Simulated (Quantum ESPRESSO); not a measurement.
# Several settings converged on Tc (P-3m1, 2 atoms in the cell)

```xyz
2
Lattice="1.3632 -2.3610 0.0000 1.3632 2.3610 0.0000 0.0000 0.0000 4.3681" Properties=species:S:1:pos:R:3 pbc="T T T"
Tc     1.3632     0.7870     1.1420
Tc     1.3632    -0.7870     3.2760
```

Base method: PBEsol, GBRV 1.5 ultrasoft (PBESOL) pseudopotentials (plane waves; Quantum ESPRESSO).

Base settings: ecutwfc = 40 Ry; ecutrho = 320 Ry; occupations = smearing; smearing = gauss; degauss = 0.0073499 Ry; potentials = {Tc: tc_pbesol_v1.uspp.F.UPF}; K_POINTS = automatic 10 10 6 0 0 0; conv_thr = 1e-10 Ry; mixing_beta = 0.5.

The count of work is k-points × plane waves × bands × iterations; it is no time. 

**The k-point mesh**

The second cell is the first with its lattice scaled by 0.98.

Only quantities that move along the ladder and can be compared are tabulated.

```tsv
K_POINTS	free energy less the last step's (meV/atom)	energy of the compressed cell less the first (meV/atom)	pressure (GPa)	largest difference of a force vector from the last step's (eV/Å)	count of work / last
automatic 2 2 2 0 0 0	30.01	-8.84	-11.00	1.045	0.0077
automatic 4 4 2 0 0 0	32.58	59.71	0.28	0.373	0.015
automatic 5 5 3 0 0 0	-60.92	42.52	-2.62	0.260	0.021
automatic 7 7 4 0 0 0	-3.71	48.54	-1.47	0.236	0.054
automatic 9 9 5 0 0 0	5.17	49.48	-1.31	0.023	0.089
automatic 10 10 6 0 0 0	1.36	48.83	-1.41	0.066	0.13
automatic 11 11 6 0 0 0	-0.06	47.71	-1.58	0.027	0.15
automatic 22 22 12 0 0 0	0.00	48.33	-1.49	0.000	1.0
```

Coarsest K_POINTS that holds the pressure within 1 GPa of the last step, with all finer ones: automatic 7 7 4 0 0 0, at 0.054 of the last step's count of work; the step before is off by 1.1 GPa.

Coarsest K_POINTS that holds the free energy within 2 meV/atom of the last step, with all finer ones: automatic 10 10 6 0 0 0, at 0.13 of the last step's count of work; the step before is off by 5.2 meV/atom.

Coarsest K_POINTS that holds the energy of the compressed cell less the first within 2 meV/atom of the last step, with all finer ones: automatic 7 7 4 0 0 0, at 0.054 of the last step's count of work; the step before is off by 5.8 meV/atom.

**The k-point mesh at a smearing width of 0.3 eV**

In this ladder: degauss = 0.02205 Ry.

Only quantities that move along the ladder and can be compared are tabulated.

| K_POINTS | free energy less the last step's (meV/atom) | pressure (GPa) | largest difference of a force vector from the last step's (eV/Å) | count of work / last |
|---|---|---|---|---|
| automatic 5 5 3 0 0 0 | -58.13 | -2.31 | 0.163 | 0.013 |
| automatic 7 7 4 0 0 0 | -9.17 | -1.00 | 0.074 | 0.027 |
| automatic 10 10 6 0 0 0 | 0.61 | -1.11 | 0.015 | 0.070 |
| automatic 15 15 8 0 0 0 | 1.16 | -1.20 | 0.004 | 0.19 |
| automatic 22 22 12 0 0 0 | 0.07 | -1.18 | 0.001 | 0.60 |
| automatic 27 27 15 0 0 0 | 0.00 | -1.19 | 0.000 | 1.0 |

Coarsest K_POINTS that holds the forces within 0.01 eV/Å of the last step, with all finer ones: automatic 15 15 8 0 0 0, at 0.19 of the last step's count of work; the step before is off by 0.015 eV/Å.

Coarsest K_POINTS that holds the pressure within 0.05 GPa of the last step, with all finer ones: automatic 15 15 8 0 0 0, at 0.19 of the last step's count of work; the step before is off by 0.08 GPa.

Coarsest K_POINTS that holds the free energy within 1 meV/atom of the last step, with all finer ones: automatic 22 22 12 0 0 0; the step before is off by 1.2 meV/atom.

**The mesh under tetrahedron occupations**

In this ladder: occupations = tetrahedra_opt; smearing = default; degauss = default.

Only quantities that move along the ladder and can be compared are tabulated.

| K_POINTS | free energy less the last step's (meV/atom) | pressure (GPa) | largest difference of a force vector from the last step's (eV/Å) | count of work / last |
|---|---|---|---|---|
| automatic 6 6 3 0 0 0 | 37.94 | -0.13 | 0.134 | 0.020 |
| automatic 7 7 4 0 0 0 | 39.77 | -0.52 | 0.179 | 0.031 |
| automatic 9 9 5 0 0 0 | 21.55 | -0.99 | 0.071 | 0.056 |
| automatic 13 13 8 0 0 0 | 7.93 | -1.32 | 0.050 | 0.16 |
| automatic 21 21 11 0 0 0 | 1.44 | -1.43 | 0.011 | 0.53 |
| automatic 26 26 14 0 0 0 | 0.00 | -1.47 | 0.000 | 1.0 |

Coarsest K_POINTS that holds the free energy within 5 meV/atom of the last step, with all finer ones: automatic 21 21 11 0 0 0; the step before is off by 7.9 meV/atom.

Coarsest K_POINTS that holds the pressure within 0.2 GPa of the last step, with all finer ones: automatic 13 13 8 0 0 0, at 0.16 of the last step's count of work; the step before is off by 0.48 GPa.

Coarsest K_POINTS that holds the forces within 0.02 eV/Å: not settled: the last two steps still differ by 0.011 eV/Å, over half the tolerance, so the ladder does not show it.

On the base run: the starting cell has typed, rounded lattice constants, without a prior relaxation at this level. Its lattice was rescaled by up to half a per cent. One atom was moved a little off its site on purpose. Spin polarisation is off.
